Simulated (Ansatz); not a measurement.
```
CELL_PARAMETERS angstrom
      5.21437     0.00000     0.00000
      2.60718     4.51578     0.00000
      0.00000     0.00000     4.19852
ATOMIC_POSITIONS crystal
  Co 0.50000 0.50000 0.00000
  Co 0.50000 0.00000 0.00000
  Co 0.00000 0.50000 0.00000
  Sn 0.00000 0.00000 0.00000
  Sn 0.33333 0.33333 0.50000
  Sn 0.66667 0.66667 0.50000
```

No spin polarisation.

Method: r2SCAN (Ansatz, a first-principles code, PAW, spin-orbit coupling left out). Γ-centred 10×10×11 mesh, Fermi–Dirac width 0.05 eV.

Predict the pressure (mean of the normal stresses, compression positive).

1.2 GPa.

What band gap does the calculation give?

Zero.

What is the computed space group?

P6/mmm (No. 191).

The cells carry an imposed strain or load. Whether these cells are dynamically stable was not tested. All final runs are without spin polarisation. The cell was made from CoSn (space group P6/mmm, No. 191; non-magnetic) by this change: biaxial strain −0.52 %, plane normal [001], relaxed out of plane.
